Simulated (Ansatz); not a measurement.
Worked example: relaxation of cell and atoms of Pb (Fm-3m, 1 atom in the cell) in Ansatz (a program for electronic structure).

Computed with PBE (plane waves, PAW; Ansatz).

The change in words: atoms on their sites; basis.ecutwfc: 420 eV → 250 eV; relax: default → cell and atoms. Reference geometry:
```
CELL_PARAMETERS angstrom
      0.00000     2.46758     2.46758
      2.46758     0.00000     2.46758
      2.46758     2.46758     0.00000
ATOMIC_POSITIONS crystal
  Pb 0.00000 0.00000 0.00000
```

Reference input (self-consistent single point, DFT, PBE, plane waves, default PAW files): basis.ecutwfc = 420 eV; kpoints.mp_grid.grid = 12 12 12; hamiltonian.xc = pbe; hamiltonian.pseudopotentials = {kind: paw} (the program's default PAW files); scf.occupations.method = gaussian; scf.occupations.width = 0.1 eV. This run's input differs from it in these lines:

Ansatz 0.2 input:
```diff
@@ -8,3 +8,3 @@
 basis:
-  ecutwfc: 420.0 eV
+  ecutwfc: 250.0 eV
 kpoints:
@@ -16,2 +16,4 @@
   occupations: { method: gaussian, width: 0.1 eV }
+relax:
+  cell: {}
 output:
```

Log, with long lists cut:

```
   [... SCF lines of the steps left out ...]
relax step   1: F+E_penalty+E_count = -11905.75158155 eV  Δ(F+E_penalty+E_count) = +0.000e0 eV  max|allowed force component| = 0.000e0 eV/Å  Δτ_max = 0.0000 Å  P = +2.456 GPa  Ω = 30.050 Å³  (6 SCF iters, dr2 threshold 1.00e-7 eV, accepted)
relax step   2: F+E_penalty+E_count = -11905.44508159 eV  Δ(F+E_penalty+E_count) = +3.065e-1 eV  max|allowed force component| = 0.000e0 eV/Å  Δτ_max = 0.0000 Å  P = -10.255 GPa  Ω = 31.758 Å³  energy of the carried Pulay correction = -2.653e-1 eV  [...]
   [... lines left out ...]
relax step  23: F+E_penalty+E_count = -11905.76192203 eV  Δ(F+E_penalty+E_count) = +4.010e-3 eV  max|allowed force component| = 0.000e0 eV/Å  Δτ_max = 0.0000 Å  P = +0.000 GPa  Ω = 32.095 Å³  energy of the carried Pulay correction = -4.015e-3 eV  (3 [...]
relax step  24: F+E_penalty+E_count = -11905.76422439 eV  Δ(F+E_penalty+E_count) = -2.302e-3 eV  max|allowed force component| = 0.000e0 eV/Å  Δτ_max = 0.0000 Å  P = +0.037 GPa  Ω = 32.095 Å³  stress off target by 3.73e-2 GPa  SCF on the basis [...]
basis re-selected at this cell: Δ(F+E_penalty+E_count) = -2.302e-3 eV, ΔP = +0.037 GPa vs the last step
Stability not checked: this state was not tested for a lower state beside it, because too few of the mixer's solves of this state at the end of the SCF gave a …
Free energy (F): -11905.764224 eV
Internal energy: -11905.758563 eV  (E = F + TS)
E sigma→0 (E₀):  -11905.761394 eV
Entropy (-TS):   -0.005662 eV (-5.662 meV/atom)
Fermi energy:    10.227172 eV
--- Forces (eV/Å), atoms counted from 1 ---
  atom   1  Pb    -0.00000000    -0.00000000    -0.00000000
   [... lines left out ...]
to start a new deck from the relaxed geometry:
  cell:  # Å, volume = 32.0951 Å³
    - [-5.1463257604241854e-33, 2.5223347178493802, 2.5223347178493802]
    - [2.5223347178493802, -5.668601314599953e-34, 2.5223347178493802]
    - [2.5223347178493802, 2.5223347178493802, 1.0509204817847153e-33]
  atoms:
    - { symbol: Pb, position: [0.0, 0.0, 0.0] }
```

The run converged. 

Summary of the result:
| Item | Result |
|---|---|
| Free energy E − TS (on the zero of these files) | -11905.7642 eV |
| Fermi level (on the code's own zero) | 10.23 eV |
| Pressure | 0.04 GPa |
| Final cell | a = 3.567 Å, b = 3.567 Å, c = 3.567 Å, α = 60.00°, β = 60.00°, γ = 60.00° |
| Final volume per atom | 32.10 Å³ |
| Relaxation steps | 24 |

The starting cell has typed, rounded lattice constants, without a prior relaxation at this level. Its lattice was rescaled by up to half a per cent. The relaxation keeps the symmetry of its start, so its end need not be a minimum. Ansatz's pressure includes its estimate of the finite-basis (Pulay) stress. Without the estimate this run gives -24.61 GPa. The cutoff lies below the one recommended for these files.
